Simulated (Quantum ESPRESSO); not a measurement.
# Convergence series on LaP₃ (P6_3/mmc, 8 atoms in the cell)

Space group P6₃/mmc (No. 194); a = b = 5.8455 Å, c = 5.3920 Å, α = β = 90.00°, γ = 120.00°

```csv
atom,site,symmetry,x,y,z
La,2d,-6m2,0.6667,0.3333,0.2500
P,6h,mm2,0.1366,0.2731,0.2500
```

Method: PBEsol, GBRV 1.5 ultrasoft (PBESOL) pseudopotentials (plane waves; Quantum ESPRESSO).

The starting cell comes from a database of computed structures (which also holds hypothetical and non-ambient phases and stackings), without a prior relaxation at this level. In the base run, with a pressure of about -3 GPa the cell is away from its equilibrium volume at this level.

Held fixed: occupations = smearing; smearing = gaussian; degauss = 0.0073499 Ry; potentials = {La: la_pbesol_v1.uspp.F.UPF, P: p_pbesol_v1.5.uspp.F.UPF}; K_POINTS = automatic 7 7 6 0 0 0; conv_thr = 1e-10 Ry. Moved along with it: ecutrho.

ΔF is the free energy per atom less that of the last row (60 Ry).

```json
[
 {"ecutwfc": "16 Ry", "ΔF (meV/atom)": "109.2", "pressure (GPa)": "-6.45", "largest force (eV/Å)": "0.013", "plane waves": "1181", "iterations": "13"},
 {"ecutwfc": "20 Ry", "ΔF (meV/atom)": "19.6", "pressure (GPa)": "-4.23", "largest force (eV/Å)": "0.033", "plane waves": "1641", "iterations": "13"},
 {"ecutwfc": "24 Ry", "ΔF (meV/atom)": "4.0", "pressure (GPa)": "-3.43", "largest force (eV/Å)": "0.039", "plane waves": "2158", "iterations": "12"},
 {"ecutwfc": "28 Ry", "ΔF (meV/atom)": "2.5", "pressure (GPa)": "-3.31", "largest force (eV/Å)": "0.041", "plane waves": "2720", "iterations": "11"},
 {"ecutwfc": "32 Ry", "ΔF (meV/atom)": "1.93", "pressure (GPa)": "-3.33", "largest force (eV/Å)": "0.041", "plane waves": "3314", "iterations": "12"},
 {"ecutwfc": "36 Ry", "ΔF (meV/atom)": "1.12", "pressure (GPa)": "-3.33", "largest force (eV/Å)": "0.041", "plane waves": "3964", "iterations": "11"},
 {"ecutwfc": "40 Ry", "ΔF (meV/atom)": "0.62", "pressure (GPa)": "-3.32", "largest force (eV/Å)": "0.042", "plane waves": "4619", "iterations": "12"},
 {"ecutwfc": "46 Ry", "ΔF (meV/atom)": "0.42", "pressure (GPa)": "-3.31", "largest force (eV/Å)": "0.042", "plane waves": "5694", "iterations": "12"},
 {"ecutwfc": "52 Ry", "ΔF (meV/atom)": "0.26", "pressure (GPa)": "-3.31", "largest force (eV/Å)": "0.042", "plane waves": "6887", "iterations": "11"},
 {"ecutwfc": "60 Ry", "ΔF (meV/atom)": "0.00", "pressure (GPa)": "-3.31", "largest force (eV/Å)": "0.042", "plane waves": "8493", "iterations": "11"}
]
```

Pressure within 0.05 GPa of the last row: from ecutwfc = 28 Ry on; the one before it is off by 0.12 GPa. The value it settles on is -3.31 GPa at this level of theory and with the other settings as held.
